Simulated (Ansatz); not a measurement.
**NaI, pressure series**

The parent structure is NaI in the rock salt structure (space group Fm-3m, No. 225; a = 6.528 Å).

Cell and atoms are relaxed at each pressure.

Computed with PBE (Ansatz, a first-principles code, PAW, scalar-relativistic without spin-orbit coupling).

Candidates:
(a) pressure 0.3 GPa
(b) pressure 0.7 GPa
(c) pressure 10 GPa

Base values:

The band gap comes out as 3.58 eV.

**Question.** Order them by band gap, lowest first.

**Answer.** (a) pressure 0.3 GPa (3.63 eV), (b) pressure 0.7 GPa (3.69 eV), (c) pressure 10 GPa (4.65 eV)

Spin-orbit coupling, missing from the scalar runs, can matter with I. Load acts through the strain it causes; cell and atoms are relaxed under it. Whether these cells are dynamically stable was not tested. No other phases were tried under pressure.
